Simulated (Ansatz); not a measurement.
## Pt under a change: uniaxial strain ε_zz = +1.00 %

Base system: Pt in the fcc (Cu type) structure (space group Fm-3m, No. 225; a = 3.920 Å; relaxed with 0.1 eV smearing). Axes: x, y, z lie along the cube axes.

It is then changed as follows: the cell is stretched by 1.00 % along z with no lateral relaxation; the atoms relax in the strained cell.

Method: Ansatz (a quantum-chemistry and plane-wave program), PBEsol, PAW, cutoff 420 eV, no spin-orbit coupling. Γ-centred 29×29×29 mesh, Fermi–Dirac width 0.1 eV.

The volume per atom grows by 0.15 Å³ (15.06 Å³ → 15.21 Å³) and the space group changes from Fm-3m (No. 225) to I4/mmm (No. 139). The shortest interatomic distance stays 2.772 Å and the energy goes up by 1.6 meV/atom. The pressure (mean of the normal stresses, compression positive) goes from zero to -2.8 GPa and the band gap remains zero. The stress (xx, yy, zz, yz, xz, xy; compression positive) is (-2.4, -2.4, -3.5, 0.0, 0.0, 0.0) GPa.

Final structure:

```
CELL_PARAMETERS angstrom
      0.00000     1.95989     1.97949
      1.95989     0.00000     1.97949
      1.95989     1.95989     0.00000
ATOMIC_POSITIONS crystal
  Pt 0.00000 0.00000 0.00000
```

Stability against distortions was not tested. All final runs are without spin polarisation.
